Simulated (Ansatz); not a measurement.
Take Mg2Ge in the anti-fluorite structure (space group Fm-3m, No. 225) as the base.

```
Mg2Ge
1.0
    0.00000     3.21062     3.21062
    3.21062     0.00000     3.21062
    3.21062     3.21062     0.00000
Mg Ge
2 1
Cartesian
  1.60531   1.60531   1.60531
  4.81594   4.81594   4.81594
  0.00000   0.00000   0.00000
```

Computed with PBE, PAW, 420 eV (Ansatz, a quantum-chemistry and plane-wave program; without spin-orbit coupling).

Strains are applied to the cell and any free atomic positions relax.

One change was made to it. Results:

| quantity | base | after |
|---|---|---|
| pressure | 0.00 GPa | 2.47 GPa |
| smallest direct gap | 0.95 eV | 1.20 eV |
| energy relative to the base (free energy F) | 0 meV/atom | +7.3 meV/atom |
| electron mass | 0.55 mₑ along k, 0.19 mₑ across (at X) | 0.55 mₑ along k, 0.18 mₑ across (at X) |
| hole mass (degenerate bands, along [100]) | 0.071, 0.35, 0.35 mₑ (at Γ) | 0.086, 0.34, 0.34 mₑ (at Γ) |

### Question
Name the change that was made.
(A) isotropic strain −1.50 %
(B) isotropic strain −0.50 %
(C) isotropic strain −3.00 %
(D) isotropic strain +0.50 %

### Answer
A, isotropic strain −1.50 %. For comparison, the energy relative to the base in the other runs: isotropic strain −3.00 % gives +30 meV/atom; isotropic strain +0.50 % gives +0.8 meV/atom; isotropic strain −0.50 % gives +0.8 meV/atom.

Effective masses come from finite differences of ±0.01 Å⁻¹. Along k means along the line from Γ to the band edge. No phonon test of stability was made.
